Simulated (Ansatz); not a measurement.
An F-capped Ge nanowire along [110], 8 atoms a period besides the caps, stretched and compressed along its axis from its relaxed period of 4.215 Å, atoms relaxed at each length.

These are PBE (plane waves to 420 eV, PAW; Ansatz, a first-principles code) values and carry that method's errors. Mesh 1×1×8. No spin polarisation. It repeats along c; a and b span vacuum. An idealised model, cut from the bulk lattice. Symmetry and one short period hold its shape; lower forms weren't sought. Values not marked SOC lack spin–orbit coupling. Buckling under compression is shut out by symmetry and the short period. Energies are free energies at a Fermi–Dirac width of 0.02 eV, from the unstrained cell.

```json
[
 {"strain (%)": "-3.0", "energy (meV a period)": "(withheld)", "axial force (nN)": "(withheld)", "PBE gap (eV)": "(withheld)"},
 {"strain (%)": "-1.5", "energy (meV a period)": "+18", "axial force (nN)": "-0.88", "PBE gap (eV)": "0.92"},
 {"strain (%)": "0.0", "energy (meV a period)": "0", "axial force (nN)": "-0.02", "PBE gap (eV)": "0.86"},
 {"strain (%)": "+1.5", "energy (meV a period)": "+16", "axial force (nN)": "+0.78", "PBE gap (eV)": "0.77"},
 {"strain (%)": "+3.0", "energy (meV a period)": "+61", "axial force (nN)": "+1.49", "PBE gap (eV)": "0.66"},
 {"strain (%)": "+6.0", "energy (meV a period)": "(withheld)", "axial force (nN)": "(withheld)", "PBE gap (eV)": "(withheld)"}
]
```

**Question.** Complete the blanks.

**Answer.** 
- -3.0, energy (meV a period): +71
- -3.0, axial force (nN): -1.84
- -3.0, PBE gap (eV): 0.96
- +6.0, energy (meV a period): +228
- +6.0, axial force (nN): +2.71
- +6.0, PBE gap (eV): 0.43
